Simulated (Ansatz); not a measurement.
**Mg on the Ca site (rock-salt CaO host)**

All values below come from PBE, PAW (plane waves to 420 eV; Ansatz, a program for electronic structure). A 2×2×2 supercell of 64 sites was used; the energies come from a 2×2×2 shifted sampling of its zone. Site at the start: the Ca site. Charged cells carry a point-charge image correction with potential alignment at far atoms. Dielectric constants: PBE linear response of the host. Host gap at this level: 3.66 eV. These values are not converged in cell size to better than tenths of an eV. The semilocal functional narrows the gap, so deep levels can fall outside it. Spin–orbit coupling is left out. Each state is the lowest found from its start.

Formation energies E_f are given with the Fermi level at the valence-band maximum. Chemical conditions: Ca-rich (Δμ(Ca) = 0.00 eV, Δμ(Mg) = -0.19 eV, bounded by CaMg2 (P6_3/mmc); only phases computed here count, gases as isolated molecules at 0 K); O-rich (Δμ(Ca) = -5.89 eV, Δμ(Mg) = -5.37 eV, bounded by rock-salt MgO; only phases computed here count, gases as isolated molecules at 0 K). Reference phases: Ca: fcc Ca, Mg: hcp Mg.

```json
[
 {"charge": "+1*", "moment (μB)": "0.9", "point group": "–", "largest move off a lattice site (Å)": "0.10", "image correction with alignment (eV)": "–", "E_f, Ca-rich (eV)": "–", "E_f, O-rich (eV)": "–"},
 {"charge": "0", "moment (μB)": "not spin-polarised", "point group": "Oh", "largest move off a lattice site (Å)": "0.10", "image correction with alignment (eV)": "0.00", "E_f, Ca-rich (eV)": "1.42", "E_f, O-rich (eV)": "0.70"},
 {"charge": "−1*", "moment (μB)": "1.0", "point group": "–", "largest move off a lattice site (Å)": "0.10", "image correction with alignment (eV)": "–", "E_f, Ca-rich (eV)": "–", "E_f, O-rich (eV)": "–"}
]
```

* At this level the carrier isn't localised at the defect: at charge +1 holes occupy the valence band; at charge −1 electrons occupy the conduction band. Such a state is shallow or no state of the defect, and this cell gives it no level.

Point groups are those of the whole cell at tolerances of 0.03 and 0.1 Å ("near" where only the looser one holds); none is given for unsettled states.

All states together cost very roughly 3 core-hours.
